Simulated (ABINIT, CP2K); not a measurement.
A CP2K input for a self-consistent single point of SrPdO3 (Pm-3m, 5 atoms in the cell) (DFT LDA (Pade form), GPW, DZVP-MOLOPT-SR-GTH basis, GTH-PADE potentials (GTH_POTENTIALS)):

```
&GLOBAL
  PROJECT calc
  RUN_TYPE ENERGY_FORCE
  PRINT_LEVEL LOW
&END GLOBAL
&FORCE_EVAL
  METHOD Quickstep
  STRESS_TENSOR ANALYTICAL
  &DFT
    BASIS_SET_FILE_NAME BASIS_MOLOPT
    POTENTIAL_FILE_NAME GTH_POTENTIALS
    &QS
      METHOD GPW
      EPS_DEFAULT 1E-10
    &END QS
    &MGRID
      CUTOFF 500
      REL_CUTOFF 50
      NGRIDS 5
    &END MGRID
    &SCF
      SCF_GUESS ATOMIC
      EPS_SCF 1E-6
      MAX_SCF 100
      ADDED_MOS 8
      &DIAGONALIZATION
        ALGORITHM STANDARD
      &END DIAGONALIZATION
      &MIXING
        METHOD BROYDEN_MIXING
        ALPHA 0.3
        NBUFFER 10
        BETA 1
      &END MIXING
      &SMEAR ON
        METHOD GAUSSIAN
        SIGMA [eV] 0.1
      &END SMEAR
    &END SCF
    &KPOINTS
      SCHEME MONKHORST-PACK 6 6 6
      GAMMA_CENTERED T
    &END KPOINTS
    &XC
      &XC_FUNCTIONAL PADE
      &END XC_FUNCTIONAL
    &END XC
    &PRINT
      &MO
        EIGENVALUES T
        OCCUPATION_NUMBERS T
        NDIGITS 8
        FILENAME mo
        &EACH
          QS_SCF 0
        &END EACH
        ADD_LAST NUMERIC
      &END MO
      &MULLIKEN OFF
      &END MULLIKEN
    &END PRINT
  &END DFT
  &SUBSYS
    &CELL
      ABC 4.12591500 4.12591500 4.12591500
      ALPHA_BETA_GAMMA 90.00000000 90.00000000 90.00000000
      PERIODIC XYZ
    &END CELL
    &COORD
      SCALED
      Sr       0.00000000     0.00000000     0.00000000
      Pd       0.50000000     0.50000000     0.50000000
      O        0.50000000     0.50000000     0.00000000
      O        0.00000000     0.50000000     0.50000000
      O        0.50000000     0.00000000     0.50000000
    &END COORD
    &KIND Sr
      BASIS_SET DZVP-MOLOPT-SR-GTH-q10
      POTENTIAL GTH-PADE-q10
    &END KIND
    &KIND Pd
      BASIS_SET DZVP-MOLOPT-SR-GTH-q18
      POTENTIAL GTH-PADE-q18
    &END KIND
    &KIND O
      BASIS_SET DZVP-MOLOPT-SR-GTH-q6
      POTENTIAL GTH-PADE-q6
    &END KIND
  &END SUBSYS
  &PRINT
    &FORCES ON
    &END FORCES
    &STRESS_TENSOR ON
    &END STRESS_TENSOR
  &END PRINT
&END FORCE_EVAL
```

### Question
Write the same calculation as an input for ABINIT.

### Answer
One input that does it (others would too):

```
# SrPdO3, JTH v2.0 LDA PAW
pp_dirpath "./"
pseudos "Sr.LDA_PW-JTH.xml, Pd.LDA_PW-JTH.xml, O.LDA_PW-JTH.xml"
acell 3*1.0
rprim
         7.7968493635    0.0000000000    0.0000000000
         0.0000000000    7.7968493635    0.0000000000
         0.0000000000    0.0000000000    7.7968493635
natom 5
ntypat 3
znucl 38 46 8
typat 1 2 3 3 3
xcart
         0.0000000000    0.0000000000    0.0000000000
         3.8984246817    3.8984246817    3.8984246817
         3.8984246817    3.8984246817    0.0000000000
         0.0000000000    3.8984246817    3.8984246817
         3.8984246817    0.0000000000    3.8984246817
ecut 24 Ha
pawecutdg 48 Ha
pawovlp -1
pawxcdev 0
occopt 7
tsmear 0.1 eV
nband 30
kptopt 1
ngkpt 6 6 6
nshiftk 1
shiftk 0 0 0
nstep 100
tolvrs 1.0e-11
prtwf 0
prtden 0
enunit 2
```

Basis settings and potentials, where a program has them, do not carry over. This input uses DFT, LDA (PW92), plane waves, PAW (JTH v2.0 LDA PAW). LDA parametrisations can differ slightly between programs. Both were run: pressure -18.01 GPa in CP2K and -19.19 in ABINIT.

On CP2K: the starting cell comes from a database of computed structures (which also holds hypothetical and non-ambient phases and stackings), without a prior relaxation at this level. Its lattice was rescaled by a random factor within 2.5 % of one. Spin polarisation is off. Values carry the incompleteness of an atom-centred basis. With a pressure of about -18 GPa the cell is away from its equilibrium volume at this level.

On ABINIT: the starting cell comes from a database of computed structures (which also holds hypothetical and non-ambient phases and stackings), without a prior relaxation at this level. Its lattice was rescaled by a random factor within 2.5 % of one. Spin polarisation is off. With a pressure of about -19 GPa the cell is away from its equilibrium volume at this level.
